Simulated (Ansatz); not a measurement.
Take BeS in the zinc blende structure (space group F-43m, No. 216) as the base.

```
CELL_PARAMETERS angstrom
      0.00000     2.41900     2.41900
      2.41900     0.00000     2.41900
      2.41900     2.41900     0.00000
ATOMIC_POSITIONS crystal
  S  0.75000 0.75000 0.75000
  Be 0.00000 0.00000 0.00000
```

Cartesian axes are those of the cell as printed.

Computed with PBEsol (Ansatz, an electronic-structure program, PAW, no SOC).

Modification: uniaxial strain ε_zz = −3.27 %, all other strain components held at zero, atoms relaxed at fixed cell.

Predict the stress tensor and what it implies for the stiffness.

Stress of the strained cell less that of the base (GPa, compression positive):
```
   2.42    0.00    0.00
   0.00    2.42    0.00
   0.00    0.00    5.43
```

Then −Δσ_ii/ε with ε = -0.0327 gives secant stiffness values (nonlinear terms included at this strain): C33 ≈ 166 GPa, C13 ≈ 74 GPa and C23 ≈ 74 GPa.

As a check, the harmonic strain energy −½ V₀ Δσ:ε is 7.8 meV/atom; the computed energy rise is 7.8 meV/atom.

Whether these cells are dynamically stable was not tested.
